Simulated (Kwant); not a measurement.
Model system: wire with an abrupt hard-wall neck in a Si two-dimensional gas. Effective mass 0.19 mₑ, grid spacing 1.3 nm, hard walls, nominal width 40 nm (31 grid rows, so walls 41.6 nm apart), one parabolic valley, scattering region 120 nm long along x; energies count from the band bottom; Fermi energy swept from 0.00061847 to 0.10036 eV. Central neck 10 nm wide and 58 nm long.

Constants are typed, rounded textbook-type inputs, not results; the design itself was drawn at random and stands for no fabricated device.

Model: effective-mass tight-binding model on a square grid, one spin, coherent transport at 0 K (Kwant). Conductance is in e²/h.

Q: How many channels do the leads carry at E = 46.9, 84.5 meV?

A: The hard-wall thresholds are n² ħ²π²/(2mW²) = n² × 1.14 meV with W = 41.6 nm. √(46.9/1.14) = 6.40, so 6. √(84.5/1.14) = 8.59, so 8.
